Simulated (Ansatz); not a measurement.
**InSb: response to strain**

Start from InSb in the zinc blende structure (space group F-43m, No. 216).

```
InSb
1.0
    0.00000     3.22485     3.22485
    3.22485     0.00000     3.22485
    3.22485     3.22485     0.00000
In Sb
1 1
Cartesian
  0.00000   0.00000   0.00000
  1.61242   1.61242   1.61242
```

Strains are applied to the cell and any free atomic positions relax.

Computed with LDA/PAW in Ansatz (an electronic-structure program), no spin-orbit coupling.

| isotropic strain (%) | pressure (GPa) |
|---|---|
| -2 | 3.3 |
| -1.5 | 2.4 |
| -1 | 1.5 |
| -0.5 | ? |
| 0 | 0.0 |
| 1 | -1.3 |
| 2 | -2.4 |
| 2.5 | -2.9 |
| 3 | -3.3 |

### Question
Fit P = P₀ − Bδ + Cδ² with δ = (1 + ε)³ − 1 to the rows shown and predict the withheld row.

### Answer
Least squares on the printed values gives P₀ = 0.0 GPa, B = 47.9 GPa, C = 133 GPa (largest residual 0.0 GPa); this predicts 0.8 GPa, and the run gives 0.7 GPa, in agreement.

Stability against distortions was not tested. All final runs are without spin polarisation.
